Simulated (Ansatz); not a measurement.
```
CELL_PARAMETERS angstrom
      4.40736     0.00000     0.00000
      0.00000     4.40736     0.00000
      0.00000     0.00000     4.40736
ATOMIC_POSITIONS crystal
  Cs 0.00000 0.00000 0.00000
  Ca 0.50000 0.50000 0.50000
  F  0.00000 0.50000 0.50000
  F  0.50000 0.50000 0.00000
  F  0.50000 0.00000 0.50000
```

The cell was generated from a structure type, relaxed within its symmetry, and need not be the phase found at ambient conditions. The cell is fixed at its relaxed static size. Melting and transitions to other phases are not modelled.

Q: Is this phase dynamically stable in the harmonic approximation, and at 300, 600 K by the stochastic self-consistent harmonic approximation in a 2×2×2 supercell, LDA density-functional theory in Ansatz (plane waves, PAW)? Give the softest mode in each case.

A: Harmonic: softest mode 60 cm⁻¹ at q = (0.00, 0.50, 0.50), so stable at the wave vectors of the supercell. 300 K: stable, softest second derivative of the free energy 62 cm⁻¹ (error under 1) at q = (0.00, 0.50, 0.50), at 1.0 GPa in this cell. 600 K: stable, softest second derivative of the free energy 63 cm⁻¹ (error under 1) at q = (0.00, 0.50, 0.50), at 1.7 GPa in this cell. The verdict is statistical, holds for these wave vectors and this fixed cell alone, and errs towards stability where frames are few. Wave vectors are fractions of the primitive cell's reciprocal vectors.

Ansatz is an electronic-structure program.
